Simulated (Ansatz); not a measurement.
## AlGaAs2: pressure series

The parent structure is AlGaAs$_{2}$ (space group R3m, No. 160; a = 4.011 Å, c = 19.647 Å (hexagonal axes); a cell from a computed database, its experimental status unchecked).

Cell and atoms are relaxed at each pressure.

Calculations: r2SCAN (Ansatz, a quantum-chemistry and plane-wave program; PAW; 500 eV plane waves; scalar-relativistic without spin-orbit coupling), earlier PAW set.

```csv
variant,band gap,smallest direct gap,width of the top valence band,volume per atom
base,1.35 eV,1.35 eV,2.15 eV,22.81 Å³
pressure 3 GPa,1.57 eV,–,2.24 eV,21.98 Å³
pressure 30 GPa,1.28 eV,2.60 eV,2.84 eV,17.93 Å³
pressure 50 GPa,1.03 eV,2.48 eV,3.16 eV,16.36 Å³
pressure 75 GPa,0.74 eV,2.33 eV,3.50 eV,15.02 Å³
```

Load acts through the strain it causes; cell and atoms are relaxed under it. Stability against distortions was not tested. Competing high-pressure phases were not computed.
